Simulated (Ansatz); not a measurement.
ZnCu: response to strain

The parent structure is ZnCu in the CsCl type structure (space group Pm-3m, No. 221; a = 2.964 Å; relaxed with 0.1 eV smearing).

Strains are applied to the cell and any free atomic positions relax.

Method: PBE (Ansatz, an electronic-structure program), spin-orbit coupling left out.

Notes on the quantities. energy relative to the base: free energy F.

| isotropic strain (%) | energy relative to the base (meV/atom) |
|---|---|
| -2 | 18.2 |
| -1 | 4.4 |
| -0.5 | 1.1 |
| 0 | 0.0 |
| 0.5 | 1.0 |
| 1 | ? |
| 2 | 15.5 |
| 2.5 | 23.7 |
| 3 | 33.5 |

Problem. Fit ΔE = Aε² + Bε³ (ε in %) to the rows shown and predict the withheld row.

Solution. Least squares on the printed values gives A = 4.22 and B = -0.17 meV/atom (largest residual 0.1 meV/atom); this predicts 4.0 meV/atom, and the run gives 4.0 meV/atom, in agreement.

Whether these cells are dynamically stable was not tested. The final runs are not spin-polarised.
